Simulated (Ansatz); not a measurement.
We consider cubic perovskite KMgF3, described by PBE in Ansatz (plane waves, PAW).

Settings: plane-wave cutoff 520 eV, 6×6×6 k mesh, perturbation theory, scalar-relativistic PAW data made under PBE.

The cell has the measured lattice parameters. Conventional cell: a = 3.9897 Å, b = 3.9897 Å, c = 3.9897 Å, α = 90.00°, β = 90.00°, γ = 90.00°.

Space group Pm-3m (No. 221); a = 3.990 Å, b = 3.990 Å, c = 3.990 Å, α = 90.00°, β = 90.00°, γ = 90.00°

```json
[
 {"atom": "K", "site": "1a", "symmetry": "m-3m", "x": "0.0000", "y": "0.0000", "z": "0.0000"},
 {"atom": "Mg", "site": "1b", "symmetry": "m-3m", "x": "0.5000", "y": "0.5000", "z": "0.5000"},
 {"atom": "F", "site": "3c", "symmetry": "4/mm.m", "x": "0.0000", "y": "0.5000", "z": "0.5000"}
]
```

Harmonic phonon frequencies (cm⁻¹; i marks an imaginary mode; at Γ without the LO shift):

```
q point                                                  frequencies
-------  -----------------------------------------------------------
Γ              0 0 0 156 156 156 188 188 188 284 284 284 474 474 474
X        125 125 131 131 176 198 208 208 232 264 264 448 455 471 471
M         89 126 139 139 208 208 209 209 218 302 352 413 413 469 483
R           86 86 86 147 147 147 283 283 283 351 351 393 393 393 509
```

No imaginary mode appears at these points.

Note: the cell isn't this level's own, so it is under some stress, which shifts stiffness and frequencies.

Ansatz is an electronic-structure program.
